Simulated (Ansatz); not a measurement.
Abridged Ansatz (a program for electronic structure) output:

```
Relaxation: its limit of steps is 50 (relax.max_steps)
Pseudopotential: Cs, paw, valence charge 9
Pseudopotential: Pb, paw, valence charge 14
Pseudopotential: Br, paw, valence charge 7
Crystal: 5 atoms, lattice volume = 192.103 Å³
Basis set: ecut = 420 eV, 3783 PW (Γ), exchange–correlation on 80×80×80 points (8 copies of the dense FFT grid, shifted against one another)
Bands: 27, of which v1, the nominal top of the filled ones, is band 22 counted from 1 (21 counted from 0)
Symmetry: 8 space group operations
k-points: 52 of 216
Functional: x = slater, c = lda
SCF iter   1: F=—  HF=-25194.957799 eV  |F-HF|=—  |Δ(HF+E_count)|=         —  Δρ=3.79e-3  dr2=1.91e-2  ethr=1.77e-3  ⟨swp⟩=7.7  Hψ=7732  notcnv=0
SCF iter   2: F=—  HF=-25194.953797 eV  |F-HF|=—  |Δ(HF+E_count)|=   4.00e-3  Δρ=1.97e-3  dr2=5.45e-3  ethr=4.34e-5  ⟨swp⟩=2.3  Hψ=2923  notcnv=0  defer=3
SCF 1 converged in 8 iterations: F = -25194.952571 eV  dr2 = 5.74e-11
relax step   1: F+E_penalty+E_count = -25194.95257123 eV  Δ(F+E_penalty+E_count) = +0.000e0 eV  max|allowed force component| = 6.626e-30 eV/Å  Δτ_max = 0.0000 Å  (8 SCF iters, accepted)
SCF converged after 8 iterations
Free energy (F): -25194.952571 eV
Internal energy: -25194.952571 eV  (E = F + TS)
E sigma→0 (E₀):  -25194.952571 eV
Entropy (-TS):   -0.000000 eV (-0.000 meV/atom)
Fermi energy:    4.778539 eV
--- Forces (eV/Å), atoms counted from 1 ---
  atom   1  Cs     0.00000000     0.00000000     0.00000000
  atom   2  Pb     0.00000000     0.00000000     0.00000000
  atom   3  Br    -0.00000000     0.00000000     0.00000000
  atom   4  Br    -0.00000000     0.00000000     0.00000000
  atom   5  Br    -0.00000000    -0.00000000     0.00000000
--- Stress (GPa, compression-positive) ---
        0.001602      -0.074060       0.000000
       -0.074060       0.001602       0.000000
        0.000000       0.000000       0.001481
  P = ⅓ Tr σ = 0.0016 GPa (0.016 kbar)
--- Relaxed structure (1 steps of the walk, 1 accepted, 0 SCFs on fresh bases) ---
  atoms:
    - { symbol: Cs, position: [0.0, 0.0, 0.0] }
    - { symbol: Pb, position: [0.49999999999999994, 0.49999999999999994, 0.49999999999999994] }
    - { symbol: Br, position: [0.5, -8.673617379884035e-19, 0.49999999999999994] }
    - { symbol: Br, position: [-8.673617379884035e-19, 0.5, 0.49999999999999994] }
    - { symbol: Br, position: [0.49999999999999994, 0.49999999999999994, 0.0] }
```

**Question.** What was computed, and what are the main results?

**Answer.** CsPbBr3, 5 atoms in the cell, with Ansatz LDA, scalar-relativistic without spin-orbit coupling. The last SCF converged to F = -25194.952571 eV, or -5038.9905 eV per atom, at a pressure of 0.00 GPa. The total energy compares only with runs of the same code, potentials and settings.

With Pb present, leaving out spin-orbit coupling can change the band edges. The cells carry an imposed strain or load. Stability against distortions was not tested. The cell was made from CsPbBr₃ in the cubic perovskite structure (space group Pm-3m, No. 221) by this change: tensor shear ε_xy = +1.00 %. Many cubic perovskites are stable only at high temperature; tilts and polar distortions were not tested. This is not the structure that CsPbBr3 has at room temperature and ambient pressure.

Keys are those of Ansatz 0.2.
